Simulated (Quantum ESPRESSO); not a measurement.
Quantum ESPRESSO run on Ru (P6_3/mmc, 4 atoms in the cell): self-consistent single point.

Method of the run: PW91, SSSP 1.1.2 efficiency (PBE) pseudopotentials (plane waves; Quantum ESPRESSO).

```
CELL_PARAMETERS angstrom
      2.68447     0.00000     0.00000
     -1.34223     2.32482     0.00000
      0.00000     0.00000     8.63730
ATOMIC_POSITIONS crystal
  Ru 0.00000 0.00000 0.00000
  Ru 0.00000 0.00000 0.50000
  Ru 0.33333 0.66667 0.25000
  Ru 0.66667 0.33333 0.75000
```

Reference input (self-consistent single point, DFT, PBE, plane waves, SSSP 1.1.2 efficiency (PBE) pseudopotentials): ecutwfc = 60 Ry; occupations = smearing; smearing = cold; degauss = 0.0073499 Ry; potentials = {Ru: Ru_ONCV_PBE-1.0.oncvpsp.upf}; K_POINTS = automatic 11 11 3 0 0 0; conv_thr = 1e-10 Ry; mixing_beta = 0.4. This run's input differs from it in these lines:

```diff
@@ -17,2 +17,3 @@
   degauss = 0.0073499,
+  input_dft = 'pw91',
 /
```

The program printed (abridged):

```
     Self-consistent Calculation

     iteration #  1     ecut=    60.00 Ry     beta= 0.40

---- Real-time Memory Report at c_bands before calling an iterative solver
           109 MiB given to the printing process from OS
            72 MiB allocation reported by mallinfo(arena+hblkhd)
------------------

     Threshold (ethr) on eigenvalues was too large:
     Diagonalizing with lowered threshold

---- Real-time Memory Report at c_bands before calling an iterative solver
           115 MiB given to the printing process from OS
            75 MiB allocation reported by mallinfo(arena+hblkhd)
------------------

   [... lines left out ...]

---- Real-time Memory Report at c_bands before calling an iterative solver
           123 MiB given to the printing process from OS
            88 MiB allocation reported by mallinfo(arena+hblkhd)
------------------

     total energy              =    -754.44855673 Ry
     estimated scf accuracy    <          4.5E-10 Ry

     iteration # 12     ecut=    60.00 Ry     beta= 0.40

---- Real-time Memory Report at c_bands before calling an iterative solver
           123 MiB given to the printing process from OS
            88 MiB allocation reported by mallinfo(arena+hblkhd)
------------------
     End of self-consistent calculation

     the Fermi energy is    24.0264 ev

!    total energy              =    -754.44855673 Ry
     estimated scf accuracy    <          3.5E-11 Ry
     smearing contrib. (-TS)   =       0.00055516 Ry
     internal energy E=F+TS    =    -754.44911188 Ry

     convergence has been achieved in  12 iterations

     Forces acting on atoms (cartesian axes, Ry/au):

     atom    1 type  1   force =     0.00000000   -0.00000000   -0.00000000
   [... zero for the other atoms too ...]

     Total force =     0.000000     Total SCF correction =     0.000000

          total   stress  (Ry/bohr**3)                   (kbar)     P=       88.23
   0.00058243  -0.00000000   0.00000000           85.68       -0.00        0.00
  -0.00000000   0.00058243   0.00000000           -0.00       85.68        0.00
   0.00000000   0.00000000   0.00063445            0.00        0.00       93.33

   JOB DONE.
```

The run converged in 12 iterations. Against the reference run the pressure goes from 8.29 to 8.82 GPa.

The starting cell was generated: these elements placed on a structure prototype, without a prior relaxation; it need not be a known phase or ordering of this composition. Its lattice was rescaled by a random factor within 2.5 % of one. Spin polarisation is off. With a pressure of about 9 GPa the cell is away from its equilibrium volume at this level.

Cost on one core of a shared machine: roughly 80 s.
